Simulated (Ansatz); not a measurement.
```
MgO
1.0
    0.00000     2.12085     2.09937
    2.12085     0.00000     2.09937
    2.12085     2.12085     0.00000
Mg O
1 1
Cartesian
  0.00000   0.00000   0.00000
  2.12085   2.12085   2.09937
```

Method: PBEsol, rigid bands (plane waves, PAW, scalar-relativistic; Ansatz, a first-principles code). Condition of this run: biaxial stress xx = yy = -2 GPa (compression positive) (the target of the relaxation). Cell: cell and atoms relaxed with PBEsol, then loaded as said.

### Question
Predict the electron conductivity mass (n e² τ/σ) at 300 K, by direction if it differs.

### Answer
0.35 (x), 0.35 (y), 0.35 (z) mₑ.

### Question
Predict the hole conductivity mass (n e² τ/σ) at 300 K, by direction if it differs.

### Answer
2.3 (x), 2.3 (y), 2.2 (z) mₑ.

### Question
And the band gap?

### Answer
4.53 eV at this level; semilocal functionals usually fall short of the measured gap.

Rigid bands, one relaxation time for all states, no polarons. Spin-orbit coupling is left out.
